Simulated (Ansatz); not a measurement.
The starting structures come from a database of crystals and need not be the phases stable at ambient conditions.

 Where the default PAW files enter, the runs use the earlier of Ansatz's two default sets.

Data:

```
CELL_PARAMETERS angstrom
      5.52233     0.00000     0.00000
      0.00000     7.84526     0.00000
      2.76117     3.92263     2.76117
ATOMIC_POSITIONS crystal
  Sr 0.50000 0.75000 0.00000
  Sr 0.50000 0.25000 0.00000
  Ti 0.00000 0.00000 0.00000
  Ti 0.00000 0.50000 0.00000
  O  0.95808 0.72904 0.54192
  O  0.04192 0.27096 0.45808
  O  0.50000 0.77096 0.45808
  O  0.50000 0.22904 0.54192
  O  0.00000 0.25000 0.00000
  O  0.00000 0.75000 0.00000
```

Space group of this cell: I4/mcm. The cell is taken as given; by r2SCAN its mean pressure is -0.7 GPa.

Transport runs along the normal of the first two printed cell vectors, the (100) plane of the conventional cell.

The gap is the functional's own, uncorrected, and κ follows it; spin-orbit coupling is left out. Mid-gap values are interpolated between the computed energies.

Question: Estimate the band gap and the smallest decay constant κ at mid-gap that r2SCAN in Ansatz (an electronic-structure program) returns for this system.

Answer: Gap 2.33 eV on a 12×12×12 mesh; κ = 0.251 1/Å, at the zone centre.
